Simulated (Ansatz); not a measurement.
The starting structures come from a database of crystals and need not be the phases stable at ambient conditions.

Inside the gap of an insulator the Bloch states are evanescent, with a wavenumber k + iκ along the transport direction.

Input:

```xyz
12
Lattice="5.5578 0.0000 0.0000 0.0000 7.6472 0.0000 0.0000 -3.1306 8.1820" Properties=species:S:1:pos:R:3 pbc="T T T"
Cs     1.3895     0.5320     5.2069
Cs     4.1684     3.9846     2.9750
Cu     2.8080     0.4054     1.1958
Cu     2.7499     4.1113     6.9862
Cu     0.0291     4.1113     6.9862
Cu     5.5288     0.4054     1.1958
I      4.1684    -1.3632     7.5280
I      1.3895     5.8799     0.6540
Cl     4.1684    -0.1295     3.0430
Cl     1.3895     4.6462     5.1389
Cl     4.1684     2.4350     6.1118
Cl     1.3895     2.0816     2.0701
```

Space group of this cell: P2_1/m. The cell is taken as given; by PBEsol its mean pressure is -1.2 GPa.

Transport runs along the normal of the first two printed cell vectors.

No gap correction and no spin-orbit coupling; mid-gap values are interpolated between computed energies.

Problem. State the band gap and the smallest decay constant κ at mid-gap according to PBEsol (Ansatz, a first-principles code).

Solution. Gap 1.97 eV on a 6×4×4 mesh; κ = 0.253 1/Å, at the zone centre.
